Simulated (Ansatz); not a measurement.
# Effect of Hf → Ti on BaHfO3

The parent structure is BaHfO3 in the cubic perovskite structure (space group Pm-3m, No. 221; a = 4.1575 Å).

The change: every Hf is replaced by Ti; the structure is relaxed again.

Calculations: PBEsol (Ansatz, a quantum-chemistry and plane-wave program), no spin-orbit coupling. Settings: 8×8×8 k-points, 0.05 eV Fermi–Dirac smearing.

```tsv
quantity	base	changed	shift
volume per atom	14.37 Å³	12.51 Å³	-1.86 Å³
density	8.41 g/cm³	6.19 g/cm³	-2.22 g/cm³
lattice parameter a	4.158 Å	3.970 Å	-0.188 Å
space group	Pm-3m (No. 221)	Pm-3m (No. 221)	–
shortest interatomic distance	2.079 Å	1.985 Å	-0.094 Å
band gap	3.58 eV	1.82 eV	-1.767 eV
gap character	indirect, R → Γ	indirect, R → Γ	–
width of the top valence band	0.81 eV	0.98 eV	+0.17 eV
```

Final structure:

```
BaTiO3
1.0
    3.96983     0.00000     0.00000
    0.00000     3.96983     0.00000
    0.00000     0.00000     3.96983
Ba Ti O
1 1 3
Direct
  0.50000   0.50000   0.50000
  0.00000   0.00000   0.00000
  0.00000   0.50000   0.00000
  0.50000   0.00000   0.00000
  0.00000   0.00000   0.50000
```

Spin-orbit coupling, missing from the scalar runs, can matter with Hf. No phonon test of stability was made. The base started in P4mm and relaxed to Pm-3m at this level. The final runs are not spin-polarised. This is not the structure that BaTiO3 has at room temperature and ambient pressure.
